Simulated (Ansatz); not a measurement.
The parent structure is CaO in the rock salt structure (space group Fm-3m, No. 225; a = 4.767 Å).

All numbers come from Kohn–Sham DFT with the PBEsol functional, run in Ansatz (an electronic-structure program) with PAW and 420 eV plane waves, no SOC.

Before the change:

| Quantity | Result |
|---|---|
| Gap between the host's bands | 3.54 eV |

Modification: 0.0135 holes added to each cell, a density of 5.0×10^20 cm⁻³, with a uniform compensating background at fixed cell and a 300 K Fermi–Dirac width.

What does the calculation give for the Fermi level from band edge and gap between the host's bands after the change?

The Fermi level relative to the doped band's edge (positive inside the band; to 0.05 eV) comes out as +0.05 eV; the gap between the host's bands rises by 0.03 eV, from 3.54 eV to 3.57 eV.

Charged cell with a jellium background: band edges are those of the host's band count, energies are not comparable with the neutral cell, and many-body gap narrowing is missing. Stability against distortions was not tested. The base started in Cmce and relaxed to Fm-3m at this level.
